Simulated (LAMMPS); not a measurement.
An MD run on CdSe (zinc blende), 216 atoms, at 1350 K and 0 GPa, heated as the crystal.

Model: classical MD, pair style bop, file CdTeSe.bop.table, run in LAMMPS.

| Property | Result |
|---|---|
| state found | crystal; no diffusion seen in 15 ps |
| density | 5.5117 ± 0.0009 g/cm³ |
| volume per atom | 28.832 ± 0.005 Å³ |
| enthalpy per atom | -2.159 ± 0.001 eV |
| first peak of g(r), Cd-Se | 2.63 Å, height 7.6 |
| coordination number of Cd by Se | 4.00 (counted to 3.82 Å) |
| coordination number of Se by Cd | 4.00 (counted to 3.82 Å) |
| most common Se-Cd-Se angle | in the 3° bin centred on 109.5° (mean of all 109°) |
| most common Cd-Se-Cd angle | in the 3° bin centred on 109.5° (mean of all 109°) |
| mean frequency of the velocity spectrum | 4.4 THz |
| cost | roughly 4 core-minutes |

Potential: file CdTeSe.bop.table of the LAMMPS distribution; its header cites Zhou, Foster, van Swol, Martin, and Wong, J. Phys. Chem., 118, 20661 (2014).

Caution: in nature this polymorph isn't the stable one over the whole range of temperature at this pressure, and short runs keep a crystal in its starting form. Caution: a run this short can hold a crystal over, or a liquid under, the potential's melting point.

States go by the mean squared displacement: a species diffuses where it passes 1.5 Å², still rises and gives D over 1e-6 cm²/s; a crystal has left its structure where atoms lie 0.35 Å off their sites on average or a cubic box changes its shape by 3 %.

The ± values are statistical; the model's systematic error is not in them.

```
r (Å)  g(r), Cd-Se
-----  -----------
2.220        0.000
2.260        0.014
2.300        0.121
2.340        0.310
2.380        0.725
2.420         1.69
2.460         2.95
2.500         4.76
2.540         5.59
2.580         6.50
2.620         7.56
2.660         7.26
2.700         6.34
2.740         5.58
2.780         4.33
2.820         3.54
2.860         2.54
2.900         1.68
2.940        0.992
2.980        0.694
3.020        0.590
3.060        0.356
3.100        0.170
3.140        0.086
3.180        0.035
3.220        0.096
3.260        0.007
3.300        0.007
3.340        0.006
3.380        0.019
3.420        0.000
3.460        0.000
3.500        0.000
3.540        0.006
3.580        0.000
3.620        0.000
3.660        0.000
3.700        0.000
3.740        0.000
3.780        0.000
3.820        0.000
3.860        0.000
3.900        0.000
3.940        0.000
3.980        0.000
4.020        0.000
4.060        0.004
4.100        0.013
4.140        0.008
4.180        0.012
4.220        0.028
4.260        0.043
4.300        0.034
4.340        0.075
4.380        0.103
4.420        0.120
4.460        0.264
4.500        0.273
4.540        0.454
4.580        0.561
4.620        0.720
4.660        0.855
4.700         1.13
4.740         1.46
4.780         1.76
4.820         2.03
4.860         2.30
4.900         2.52
4.940         2.92
4.980         3.05
5.020         3.19
5.060         3.21
5.100         3.22
5.140         3.18
5.180         2.99
5.220         2.91
5.260         2.54
5.300         2.19
5.340         1.95
5.380         1.60
5.420         1.41
5.460         1.08
5.500        0.892
5.540        0.722
5.580        0.514
5.620        0.352
5.660        0.232
5.700        0.161
5.740        0.092
5.780        0.053
5.820        0.065
5.860        0.056
5.900        0.010
5.940        0.030
5.980        0.036
6.020        0.055
6.060        0.087
6.100        0.131
6.140        0.244
6.180        0.265
6.220        0.375
```
